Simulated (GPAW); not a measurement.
Worked example: self-consistent single point of ZnS (P6_3mc, 8 atoms in the cell) in GPAW.

Method of the run: PBE, GPAW PAW datasets PBE (gpaw-data 1.0.1) (plane waves; GPAW).

The change in words: lattice scaled by 0.98. Reference geometry:
```
ZnS
1.0
    3.80895     0.00000     0.00000
   -1.90447     3.29865     0.00000
    0.00000     0.00000    12.45260
Zn S
4 4
Direct
  0.66667   0.33333   0.74993
  0.33333   0.66667   0.24993
  0.00000   0.00000   0.50000
  0.00000   0.00000   0.00000
  0.66667   0.33333   0.93773
  0.33333   0.66667   0.43773
  0.00000   0.00000   0.68734
  0.00000   0.00000   0.18734
```

Reference input (self-consistent single point, DFT PBE, plane waves, GPAW PAW datasets PBE (gpaw-data 1.0.1)): mode = pw; ecut = 800 eV; xc = PBE; kpts = 7 7 2; mesh shift (steps) = 0 0 0; occupations.name = fixed-uniform; nbands = -6; convergence.forces = 0.001 eV/Å; convergence.bands = -4; symmetry.symmorphic = false; symmetry.tolerance = 0.0005; maxiter = 120. This run's input differs from it in these lines:

```diff
@@ -5,5 +5,5 @@
 atoms = Atoms(['Zn', 'Zn', 'Zn', 'Zn', 'S', 'S', 'S', 'S'],
-              cell=[[3.808950, 0.000000, 0.000000],
-                    [-1.904475, 3.298647, 0.000000],
-                    [0.000000, 0.000000, 12.452600]],
+              cell=[[3.732771, 0.000000, 0.000000],
+                    [-1.866385, 3.232674, 0.000000],
+                    [0.000000, 0.000000, 12.203548]],
               scaled_positions=[[0.666667, 0.333333, 0.749930],
```

Log, with long lists cut:

```
     iter     time        total  log10-change:
                         energy   eigst   dens  force
iter:   1 --:--:--   -27.746057   +0.78
iter:   2 --:--:--   -28.086715   +0.40  -1.18
iter:   3 --:--:--   -27.516553   -0.23  -1.21
iter:   4 --:--:--   -27.377606   -1.06  -1.40
iter:   5 --:--:--   -27.487265   -1.60  -1.61
iter:   6 --:--:--   -27.401920   -1.66  -1.87
iter:   7 --:--:--   -27.416333   -2.42  -2.54
iter:   8 --:--:--   -27.401192c  -2.16  -2.48
iter:   9 --:--:--   -27.405664c  -2.80  -2.42
iter:  10 --:--:--   -27.407403c  -3.31  -2.46
iter:  11 --:--:--   -27.402146c  -3.57  -2.43
   [... lines left out ...]
iter:  24 --:--:--   -27.392293c  -4.48  -3.81
iter:  25 --:--:--   -27.392267c  -5.99  -4.18c
iter:  26 --:--:--   -27.392274c  -6.49  -4.40c
iter:  27 --:--:--   -27.392283c  -6.60  -4.30c
iter:  28 --:--:--   -27.392271c  -6.68  -4.19c
iter:  29 --:--:--   -27.392271c  -7.56c -4.30c
iter:  30 --:--:--   -27.392261c  -5.84  -4.33c
iter:  31 --:--:--   -27.392262c  -7.08  -4.77c
iter:  32 --:--:--   -27.392265c  -6.35  -4.82c
iter:  33 --:--:--   -27.392262c  -6.78  -4.59c
iter:  34 --:--:--   -27.392262c  -7.06  -5.16c
iter:  35 --:--:--   -27.392262c  -7.46c -5.12c -2.99
iter:  36 --:--:--   -27.392262c  -8.82c -5.29c -3.58c
Converged after 36 iterations.

Dipole moment: (0.000000, -0.000000, 7.202511) |e|*Ang

Energy contributions relative to reference atoms: (reference = -238875.786202)

Kinetic:        +59.711680
Potential:      -49.209864
External:        +0.000000
XC:             -38.157824
Entropy (-ST):   +0.000000
Local:           +0.263747
SIC:             +0.000000
--------------------------
Free energy:    -27.392262
Extrapolated:   -27.392262

Showing only first 2 kpts
 Kpt  Band  Eigenvalues  Occupancy
  0    34      4.54950    2.00000
  0    35      4.54951    2.00000
  0    36      7.00180    0.00000
  0    37      7.85378    0.00000

  1    34      4.38677    2.00000
  1    35      4.38677    2.00000
  1    36      7.83136    0.00000
  1    37      7.83136    0.00000

Fermi level: 5.77566

Gap: 2.452 eV
Transition (v -> c):
   [... lines left out ...]
  2 Zn    0.00000   -0.00000    0.01818
  3 Zn    0.00000   -0.00000    0.01818
  4 S    -0.00000   -0.00000   -0.02141
  5 S     0.00000   -0.00000   -0.02141
  6 S     0.00000    0.00000   -0.01485
  7 S     0.00000    0.00000   -0.01485

Stress tensor:
    -0.049078     0.000000     0.000000
     0.000000    -0.049078     0.000000
     0.000000     0.000000    -0.049713
Stress (GPa, Voigt): [-7.8631 -7.8631 -7.965   0.      0.      0.    ]
```

The run converged in 36 iterations. GPAW prints stress with tension positive. Against the reference run the free energy goes up by 36.0 meV/atom, the pressure goes from 2.37 to 7.90 GPa, the largest force goes from 0.014 to 0.021 eV/Å and the gap on the mesh goes from 2.179 to 2.452 eV.

The starting cell comes from a database of computed structures (which also holds hypothetical and non-ambient phases and stackings), without a prior relaxation at this level. For this run, on top of that: lattice scaled by 0.98. With a pressure of about 8 GPa the cell is away from its equilibrium volume at this level.

Cost on one core of a shared machine: roughly 4 min.
